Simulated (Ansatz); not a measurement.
Candidates (primitive cells; geometry: relaxed with this functional, without spin-orbit coupling):
A. PdCu₃ (Pm-3m), a = b = c = 3.655 Å, α = β = γ = 90.00°
B. ZrRh$_{3}$ (Pm-3m), a = b = c = 3.904 Å, α = β = γ = 90.00°
C. LaTl3 (Pm-3m), a = b = c = 4.7930 Å, α = β = γ = 90.00°
D. NbRh3 (Pm-3m), a = 3.845 Å, b = 3.845 Å, c = 3.845 Å, α = 90.00°, β = 90.00°, γ = 90.00°
E. Pd₃Sn (Pm-3m), a = b = c = 3.974 Å, α = β = γ = 90.00°

Task: Order them by resistivity at 300 K (lowest first) at the level PBEsol, DFPT electron-phonon coupling, linearised Boltzmann equation run with Ansatz (a quantum-chemistry and plane-wave program).

Result: A (2.9 μΩ·cm), D (8.2 μΩ·cm), B (11.5 μΩ·cm), C (20 μΩ·cm), E (33 μΩ·cm)

Metals; harmonic phonons alone scatter; means over directions. Halving the electron mesh moves these values by up to 5 %; q meshes are mostly untested. Some of the runs warned that the eigensolver left states short of its tolerance. Spin-orbit coupling is left out.

Formula and space group known from diffraction (Crystallography Open Database), not checked to be the room-temperature form: LaTl3 (Pm-3m), NbRh3 (Pm-3m), Pd3Sn (Pm-3m), PdCu3 (Pm-3m), ZrRh3 (Pm-3m). The missing spin-orbit coupling matters most for LaTl3 (Pm-3m).
